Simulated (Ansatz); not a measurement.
Results of HSE06 (plane waves, PAW; Ansatz, a first-principles code) for cubic perovskite KCdF₃.

Settings: plane-wave cutoff 460 eV, 6×6×6 k mesh, Fermi–Dirac smearing 0.01 eV, scalar-relativistic PAW data made under PBE.

Results at a series of volumes:

```
V (Å³/atom)  E − E_lowest (meV/atom)
-----------  -----------------------
16.317                          9.32
16.747                          2.31
17.176                          0.00
17.397                          0.44
17.605                          1.76
18.035                          7.05
```

Q: What bulk modulus B0 and pressure derivative B′ does a third-order Birch–Murnaghan fit give?

A: V0 = 17.194 Å³/atom, B0 = 60.3 GPa, B′ = 4.8 (fit to the energies at full precision).

Note: the relaxation could not lower the start's symmetry, so the cell can be a saddle point above a distorted one.

Static lattice: no zero-point or thermal effects.
